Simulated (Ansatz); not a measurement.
# Point defects in HfC

The reference is a 16-atom supercell of HfC in the rock salt structure (space group Fm-3m, No. 225; a = 4.6407 Å) at its relaxed geometry.

One neutral defect a cell, atoms relaxed at fixed cell.

The values are results of Kohn–Sham DFT with the r2SCAN functional, run in Ansatz (a program for electronic structure) with PAW and 500 eV plane waves, scalar-relativistic without spin-orbit coupling, not measurements.

```tsv
change	largest displacement of a host atom from its site in the perfect cell	pressure
perfect supercell	–	0.0 GPa
C vacancy	0.05 Å	-0.7 GPa
Hf on a C site (antisite)	?	21.9 GPa
Hf vacancy	0.09 Å	?
C interstitial (started 1.64 Å from the nearest host atom), symmetric start	0.32 Å	11.3 GPa
```

Problem. What belongs in the blanks?

Solution. 
- Hf on a C site (antisite), largest displacement of a host atom from its site in the perfect cell: 0.36 Å
- Hf vacancy, pressure: -1.5 GPa

In so small a cell the defect repeats every few ångströms: this is an ordered compound, not a dilute defect. Defects with a symmetric start kept the site's symmetry and may sit on a saddle; the others started slightly shaken. The final runs are not spin-polarised.
